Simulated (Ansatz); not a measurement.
Start from WSe2 in the 2H-MoS2 type structure (space group P6_3/mmc, No. 194; a = 3.300 Å, c = 13.151 Å; layered, stacked along the Cartesian z axis). Axes: x lies along a and z along c of the hexagonal cell.

Calculations: r2SCAN+rVV10 in Ansatz (plane waves to 500 eV, PAW, no SOC).

For the base:

| Property | Value |
|---|---|
| Hole mass | 0.96 mₑ along c, 0.77 mₑ across (at Γ) |
| Width of the top valence band | 1.58 eV |
| Shortest interatomic distance | 253.1 pm |
| Smallest direct gap | 1.61 eV |

The change: biaxial strain −0.64 %, plane normal [001], relaxed out of plane (Cartesian); in-plane vectors clamped, the third vector and the atoms free.

Q: What does the calculation give for the hole mass after the change?

A: The hole mass becomes 0.91 mₑ out of plane, 0.84 mₑ in plane (at Γ) (base: 0.96 mₑ along c, 0.77 mₑ across (at Γ)).

Q: How does this affect the width of the top valence band?

A: The width of the top valence band drops by 0.055 eV (1.58 eV → 1.52 eV).

Q: What happens to the shortest interatomic distance?

A: The shortest interatomic distance falls by 0.41 pm, from 253.1 pm to 252.6 pm.

Q: How does this affect the smallest direct gap?

A: The smallest direct gap goes up by 0.085 eV to 1.70 eV.

With W present, leaving out spin-orbit coupling can change the band edges. Masses are band curvatures over ±0.01 Å⁻¹ around the edge. No phonon test of stability was made.

Ansatz is a program for electronic structure.
